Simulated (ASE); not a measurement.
BAs (zinc blende), cell B32As32, started from the crystal [in the run: it stayed crystalline; mean temperature 307 K (target 300 K)]; MD at a mean temperature of 307 K and a mean pressure of -0.2 GPa, 2.3 ps sampled (in preparation the cell's shape was held).

Nuclei are classical, so zero-point motion is missing.

Estimate the first peak of g(B-B); As-B-As angle; coordination of As (bonds up to As-B 2.94 Å); first peak of g(As-B); volume per atom that the machine-learned potential CHGNet 0.3.0 in ASE returns for this input.


The first peak of g(B-B) is 3.43 Å, height 8.6 and the As-B-As angle comes out as mean 109°, spread 4°, most frequent near 110°. The coordination of As (bonds up to As-B 2.94 Å) is 4.00 (4-fold 100 %), the first peak of g(As-B) comes out as 2.09 Å, height 12.7 and the volume per atom is 14.3 Å³.
